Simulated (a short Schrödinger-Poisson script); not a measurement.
# Gated In0.52Al0.48As/In0.53Ga0.47As modulation-doped gas in a quantum well

Structure: gated In0.52Al0.48As/In0.53Ga0.47As modulation-doped gas in a quantum well, at 300 K.

| layer | material | thickness (nm) | Nd (cm⁻³) | Na (cm⁻³) |
|---|---|---|---|---|
| 1 | In0.52Al0.48As | 30 | - | - |
| 2 | In0.52Al0.48As | 10 | 6.4e17 | - |
| 3 | In0.52Al0.48As | 20 | - | - |
| 4 | In0.53Ga0.47As | 20 | - | - |
| 5 | In0.52Al0.48As | 4000 | - | 4e14 |

The device is made up for the run: typed textbook-type constants, with dimensions and the other settings drawn at random. In0.52Al0.48As: permittivity 12.5, conduction-band edge (eV) 0.52, gap (eV) 1.45, electron mass (mₑ) 0.075, Nv at 300 K (cm⁻³) 1.1e19. In0.53Ga0.47As: permittivity 13.9, conduction-band edge (eV) 0, gap (eV) 0.74, Nv at 300 K (cm⁻³) 7.7e18.

Channel valleys (confinement mass, in-plane density-of-states mass, number): Γ 0.041, 0.041, 1. At the gate the conduction-band edge of layer 1 lies 0.65 eV − eVg above the Fermi level of the channel; the field vanishes at the back. Donor level 0.02 eV below the band edge. The barrier under the gate holds no holes. Gaps are held at their typed values at every temperature. Mesh 0.08 nm at interfaces.

From a short Schrödinger-Poisson script (our own, NumPy): 1D Poisson equation in equilibrium, electrons quantum, Hartree (BenDaniel-Duke, 40 states a valley, the channel's in-plane mass for all, wave functions free to enter the barrier), parabolic valleys, classical holes, donors ionised by Fermi statistics, acceptors fully, no traps, pinning or gate leakage.

```
Vg (V)  electrons (cm⁻²)  in the channel layer  C (μF/cm²)  Γ E0 (meV)  Γ E1 (meV)
------  ----------------  --------------------  ----------  ----------  ----------
0.4              5.35e11               5.30e11       0.161       -13.6        37.7
0.35             4.86e11               4.81e11       0.159        -9.9        41.0
0.3              4.37e11               4.32e11       0.158        -5.9        44.6
0.25             3.88e11               3.84e11       0.156        -1.7        48.5
0.2              3.39e11               3.36e11       0.154         2.9        52.9
0.15             2.92e11               2.89e11       0.152         7.9        57.7
0.1              2.45e11               2.43e11       0.150        13.5        63.2
0.05             1.99e11               1.97e11       0.146        19.9        69.5
0                1.54e11               1.53e11       0.141        27.5        77.0
-0.05            1.12e11               1.11e11       0.133        36.7        86.3
-0.1             7.26e10               7.21e10       0.121        48.8        98.4
-0.15            3.88e10               3.85e10      0.0989        65.8       115.4
-0.2             1.46e10               1.45e10      0.0619        91.5       141.2
-0.25             3.47e9                3.45e9      0.0254       128.9       178.7
-0.3              6.12e8                6.09e8      0.0115       173.8       223.6
-0.35             9.97e7                9.90e7     0.00910       220.8       270.5
-0.4              1.61e7                1.60e7     0.00911       268.0       317.7
-0.45             2.60e6                2.58e6     0.00960       315.1       364.8
```

Subbands count from the Fermi level.
